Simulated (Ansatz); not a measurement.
**What Ti vacancy does to BaTiO3**

The parent structure is a 20-atom supercell of BaTiO₃ in the cubic perovskite structure (space group Pm-3m, No. 221; a = 3.970 Å) at its relaxed geometry.

Modification: one Ti atom is removed, atoms relaxed at fixed cell, starting from a slightly rattled geometry.

Calculations: plane-wave PAW DFT at the PBEsol level (Ansatz, a program for electronic structure, 420 eV), no SOC. Settings: 4×4×4 k-points, 0.01 eV Fermi–Dirac smearing.

```tsv
quantity	base	changed	shift
gap of the supercell	1.82 eV	zero	–
total moment of the cell	–	4.0 μB	–
largest displacement of a host atom from its site in the perfect cell	–	0.13 Å	–
mean distance from the defect site to its nearest host atoms	3.75 bohr	4.00 bohr	+0.25 bohr
```

Final structure:

```xyz
19
Lattice="3.9699 -3.9699 -3.9699 -3.9699 3.9699 -3.9699 3.9699 3.9699 3.9699" Properties=species:S:1:pos:R:3 pbc="T T T"
Ba    -0.0025    -0.0054    -3.9687
Ba    -0.0020    -0.0047     0.0011
Ba    -0.0022     3.9648     0.0014
Ba     3.9672    -0.0047     0.0011
Ti     1.9825     1.9801     1.9867
Ti    -1.9872     1.9801    -1.9837
Ti     1.9825    -1.9904    -1.9837
O     -0.1336     1.9805    -1.9844
O      3.9675    -1.9901    -1.9833
O      4.0996     1.9801    -1.9842
O      3.9675     1.9796     1.9865
O      1.9822     1.9803    -4.0996
O      1.9821     1.9802     0.1335
O     -1.9870     1.9796    -3.9689
O      1.9830    -1.9903    -3.9689
O      1.9823    -0.1371    -1.9844
O     -1.9871     3.9649    -1.9833
O      1.9831     3.9649     1.9864
O      1.9825     4.0961    -1.9844
```

The magnetic state is the one reached from the starting moments; the real material's order can differ, and small cells can't hold many antiferromagnetic ones. In so small a cell the defect repeats every few ångströms: this is an ordered compound, not a dilute defect. The mesh was chosen for an insulator and is coarse for the gapless case. No Hubbard U is applied, and correlation can decide whether such a compound is a metal. Spin-polarised in the final run: Ti vacancy; the other runs are not. Many cubic perovskites are stable only at high temperature; tilts and polar distortions were not tested. The defect cell is spin-polarised and ends with 4.0 μB. This is not the structure that BaTiO3 has at room temperature and ambient pressure.
